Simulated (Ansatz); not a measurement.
Effect of pressure 10 GPa on Li

The reference is Li in the bcc (W type) structure (space group Im-3m, No. 229; a = 3.435 Å).

The change: a hydrostatic pressure of 10 GPa.

The values are results of Kohn–Sham DFT with the PBE functional, run in Ansatz (a program for electronic structure) with PAW and 420 eV plane waves, no spin-orbit coupling, not measurements. Settings: 19×19×19 k-points, 0.05 eV Fermi–Dirac smearing.

The volume per atom shrinks by 6.42 Å³ to 13.85 Å³ and the density increases by 0.26 g/cm³, from 0.57 g/cm³ to 0.83 g/cm³. The lattice parameter a shrinks by 0.409 Å, from 3.435 Å to 3.026 Å and the shortest interatomic distance decreases by 0.355 Å, from 2.975 Å to 2.620 Å. The enthalpy H = E + PV relative to the base's energy amounts to +1.02 eV/atom and the band gap is still zero.

Final structure:

```
Li
1.0
   -1.51289     1.51289     1.51289
    1.51289    -1.51289     1.51289
    1.51289     1.51289    -1.51289
Li
1
Direct
  0.00000   0.00000   0.00000
```

Load acts through the strain it causes; cell and atoms are relaxed under it. Whether these cells are dynamically stable was not tested. Measured, Li leaves this structure (for fcc) near 7.5 GPa (temperature not stated; as listed in Olga Degtyareva, NATO science for peace and security series. B, Physics and biophysics (2010)).
